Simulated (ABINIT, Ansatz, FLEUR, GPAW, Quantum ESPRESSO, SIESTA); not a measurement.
# TiNbC2 (R-3m, 4 atoms in the cell) computed with different codes at matched settings

Self-consistent single point, at a second geometry (lattice scaled by 0.98). First geometry:

```xyz
4
Lattice="1.5652 0.9037 5.0967 -1.5652 0.9037 5.0967 0.0000 -1.8074 5.0967" Properties=species:S:1:pos:R:3 pbc="T T T"
Ti     0.0000     0.0000     7.6450
Nb     0.0000     0.0000     0.0000
C      0.0000     0.0000    11.5047
C      0.0000     0.0000     3.7854
```

Shared settings, as Ansatz (an electronic-structure program) writes them: kpoints.mp_grid.grid = 8 8 8; scf.occupations.method = gaussian; scf.occupations.width = 0.0037 Ry. Potentials and cutoffs stand in the table.

```csv
code,model,ΔF from the first geometry (meV/atom),pressure (GPa),largest force (eV/Å),cutoff
Quantum ESPRESSO,"PBEsol, SSSP 1.1.2 efficiency (PBE) pseudopotentials",-1.0,8.91,0.010,50 Ry
GPAW,"PBEsol, GPAW PAW datasets PBEsol (made by gpaw-setup)",-2.8,–,0.127,900 eV
SIESTA,"GGA PBEsol, numerical atomic orbitals TZP, PseudoDojo PBEsol standard norm-conserving potentials (rewritten from UPF to PSML)",-0.1,9.32,0.192,grid 350 Ry
ABINIT,"PBEsol, norm-conserving pseudopotentials (PseudoDojo nc-sr-04 PBEsol standard)",-1.2,9.05,0.006,42 Ha
Ansatz,"PBEsol, PAW files made with PBE",-2.7,8.50,0.018,30.9 Ry
FLEUR,"PBEsol, all-electron FLAPW (FLEUR), scalar-relativistic valence",–,–,0.016,Kmax 4.3 1/bohr
```

A dash marks a value that a program does not give, or that is left out as unsure.

On Ansatz's run: spin polarisation is off.

The spread over the programs that give each value: ΔF from the first geometry within 2.7 meV/atom; pressure within 0.82 GPa; largest force within 0.186 eV/Å.

SIESTA uses small atom-centred bases, whose incompleteness enters pressures, forces and empty levels differently from a plane-wave cutoff. FLEUR treats all electrons, but the usual bases taken here (sphere radii, linearisation, local orbitals, empty states) were not tested for convergence, so the values are no reference for the others. Ansatz's pressure is given at a fixed set of plane waves, as the other plane-wave codes print theirs; with its correction for the finite basis it is 8.69 GPa. The pressure of GPAW is left out: its cutoff lies under the one at which its stress was checked. In the force vectors, GPAW (by 0.115) and SIESTA (by 0.204) lie more than 0.08 eV/Å from the median of the plane-wave programs.

The starting cell comes from a database of computed structures (which also holds hypothetical and non-ambient phases and stackings), without a prior relaxation at this level. For this run, on top of that: lattice scaled by 0.98.

Left out of this page: Elk (not drawn, or without a comparable value).

Keys are those of Ansatz 0.2.
